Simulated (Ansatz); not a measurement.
**Zn2InGaO5 (P6₃/mmc, No. 194, 18 atoms in the cell; start mp-1187872)**

Computed with PBEsol+SOC in Ansatz (plane waves, PAW).

Numerical settings: plane-wave cutoff 520 eV, 12×12×2 k mesh (along the axes of the cell as run), Fermi–Dirac smearing 0.01 eV, PAW data made under PBE.

Cell (relaxed with PBEsol):

Space group P6₃/mmc (No. 194); a = b = 3.302 Å, c = 22.359 Å, α = β = 90.00°, γ = 120.00°

```csv
atom,site,symmetry,x,y,z
Zn,4f,3m.,0.6667,0.3333,0.1356
In,2a,-3m.,0.0000,0.0000,0.0000
Ga,2b,-6m2,0.0000,0.0000,0.2500
O,4f,3m.,0.6667,0.3333,0.0482
O,4e,3m.,0.0000,0.0000,0.1620
O,2d,-6m2,0.6667,0.3333,0.2500
```

| Item | Value |
|---|---|
| band gap | 1.22 eV (on the SCF k mesh) |

Computed values are for the static lattice.

Cost on a shared machine: about 4 core-minutes (a rough figure).

A start named mp-… is a Materials Project structure, which need not be a measured phase.

Ansatz is a quantum-chemistry and plane-wave program.
